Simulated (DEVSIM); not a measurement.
Device: Si n-i-p diode, at 300 K.

| layer (left to right) | material | thickness (μm) | Nd (cm⁻³) | Na (cm⁻³) | τn (s) | τp (s) |
|---|---|---|---|---|---|---|
| 1 | Si | 0.380 | 2.9e17 | - | 1.4e-6 | 1.4e-6 |
| 2 | Si | 1.90 | - | 1.1e12 | 1.4e-6 | 1.4e-6 |
| 3 | Si | 2.40 | - | 1.4e19 | 1.4e-6 | 1.4e-6 |

Left contact: ohmic. Right contact: ohmic. Voltage is applied to the left contact. Recombination: SRH at mid-gap, radiative. Mobility is constant in doping.

Constants are typed, rounded textbook-type inputs, not results; the design itself was drawn at random and stands for no fabricated device. Values at 300 K.

```
parameter           Si
-------------  -------
gap (eV)         1.124
affinity (eV)     4.05
permittivity      11.7
Nc (cm⁻³)      2.86e19
Nv (cm⁻³)       3.1e19
μn (cm²/Vs)       1417
μp (cm²/Vs)        470
B (cm³/s)      4.7e-15
```

Simulated with DEVSIM: 1D drift-diffusion, Boltzmann statistics, complete ionisation; no tunnelling, impact ionisation, image-force lowering or self-heating.

**Question.** Give the small-signal capacitance in reverse bias (quasi-static).

**Answer.** 
```json
[
 {"V (V)": "0.2", "C (nF/cm²)": "6.08"},
 {"V (V)": "0.5", "C (nF/cm²)": "5.88"},
 {"V (V)": "1", "C (nF/cm²)": "5.73"},
 {"V (V)": "1.5", "C (nF/cm²)": "5.65"},
 {"V (V)": "2", "C (nF/cm²)": "5.60"},
 {"V (V)": "3", "C (nF/cm²)": "5.54"},
 {"V (V)": "4", "C (nF/cm²)": "5.51"},
 {"V (V)": "5", "C (nF/cm²)": "5.49"},
 {"V (V)": "6.5", "C (nF/cm²)": "5.47"},
 {"V (V)": "8", "C (nF/cm²)": "5.45"},
 {"V (V)": "10", "C (nF/cm²)": "5.44"}
]
```
